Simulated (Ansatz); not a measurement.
Reference: CdIn₂O₄ (Fd-3m), PBEsol, rigid bands (plane waves, PAW, scalar-relativistic; Ansatz, a program for electronic structure); geometry: cell and atoms relaxed with PBEsol.

```xyz
14
Lattice="0.0000 4.5955 4.5955 4.5955 0.0000 4.5955 4.5955 4.5955 0.0000" Properties=species:S:1:pos:R:3 pbc="T T T"
Cd     2.2978     2.2978     2.2978
Cd     0.0000     0.0000     0.0000
In     5.7444     3.4466     3.4466
In     3.4466     3.4466     5.7444
In     3.4466     5.7444     3.4466
In     5.7444     5.7444     5.7444
O      7.9251     7.9251     7.9251
O      3.5637     5.6273     5.6273
O      5.8614     5.8614     7.9251
O      5.6273     3.5637     5.6273
O      7.9251     5.8614     5.8614
O      3.5637     3.5637     3.5637
O      5.8614     7.9251     5.8614
O      5.6273     5.6273     3.5637
```

| Property | Result |
|---|---|
| band gap | 0.97 eV |
| electron conductivity mass | 0.170 mₑ |
| Seebeck coefficient, n-type 1e19 cm⁻³ | -100 μV/K |

### Question
Swap Cd for Zn, keeping the structure type. How do these values move?

### Answer
ZnIn₂O₄ (Fd-3m): volume per atom 13.9 to 12.7 Å³; band gap rises (0.97 eV to 1.28 eV); electron conductivity mass rises (0.170 mₑ to 0.189 mₑ); Seebeck coefficient, n-type 1e19 cm⁻³ rises in size (-100 μV/K to -109 μV/K).

### Question
Swap Cd for Mg, keeping the structure type. How do these values move?

### Answer
MgIn$_{2}$O$_{4}$ (Fd-3m): volume per atom 13.9 to 12.8 Å³; band gap rises (0.97 eV to 1.92 eV); electron conductivity mass rises (0.170 mₑ to 0.26 mₑ); Seebeck coefficient, n-type 1e19 cm⁻³ rises in size (-100 μV/K to -139 μV/K).

Moves up to 5 % count as about the same. Masses are for dilute carriers at 300 K, harmonic means over directions unless an axis is named. Seebeck coefficients are for the stated density at 300 K, with one relaxation time for all states and whether or not that doping can be reached. Spin-orbit coupling is left out.

Formula and space group known from diffraction (Crystallography Open Database), not checked to be the room-temperature form: CdIn2O4 (Fd-3m). Computed structure with no diffraction record at hand here (it may be known, metastable or hypothetical): MgIn2O4 (Fd-3m), ZnIn2O4 (Fd-3m).
